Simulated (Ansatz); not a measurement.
**Alloy series in GaAs**

Base system: GaAs in the zinc blende structure (space group F-43m, No. 216).

GaAs has the cubic space group F-43m (No. 216), the zinc blende structure, Pearson symbol cF8. Cell: a = 5.6667 Å, b = 5.6667 Å, c = 5.6667 Å, α = 90.00°, β = 90.00°, γ = 90.00°. As on 4c is surrounded by 4 Ga at 2.454 Å (tetrahedral). Ga on 4a sees 4 As at 2.454 Å (tetrahedral). (Neighbours: up to the widest gap in distance over summed covalent radii, below 1.35, at either atom; cation-cation and far metal-metal contacts left out.)
(The calculation used a cell of 2 atoms; values per cell refer to that cell.)

The other end (x = 1) is GaP in the zinc blende structure (space group F-43m, No. 216): 20.25 Å³/atom, gap 1.85 eV.

P replaces a fraction x of As; each row is one arrangement (x, atoms in the cell, starting space group or random), fully relaxed.

Computed with r2SCAN (Ansatz, a program for electronic structure; PAW; 500 eV plane waves; without spin-orbit coupling).

| P fraction x | volume per atom (Å³/atom) |
|---|---|
| 0 | 22.746 |
| 0.25 (Amm2, 8 atoms) | 22.095 |
| 0.25 (P-4m2, 8 atoms) | 22.092 |
| 0.25 (I-42m, 8 atoms) | 22.085 |
| 0.333 (I-4m2, 6 atoms) | 21.880 |
| 0.5 (P-4m2, 8 atoms) | ? |
| 0.75 (P-4m2, 8 atoms) | 20.845 |
| 1 | 20.250 |

Problem. Fit V(x) = (1 − x) V(0) + x V(1) − b x(1 − x) with the ends held (b = 0 is Vegard's rule) to the rows shown and predict the withheld row.

Solution. Least squares on the printed values gives b = 0.16 Å³/atom, against 21.498 Å³/atom from the straight line alone (largest residual 0.007 Å³/atom); this predicts 21.457 Å³/atom, and the run gives 21.460 Å³/atom, 0.003 higher.

Each cell is one ordered arrangement of few atoms, which overstates ordering effects compared with a random alloy. Stability against distortions was not tested.
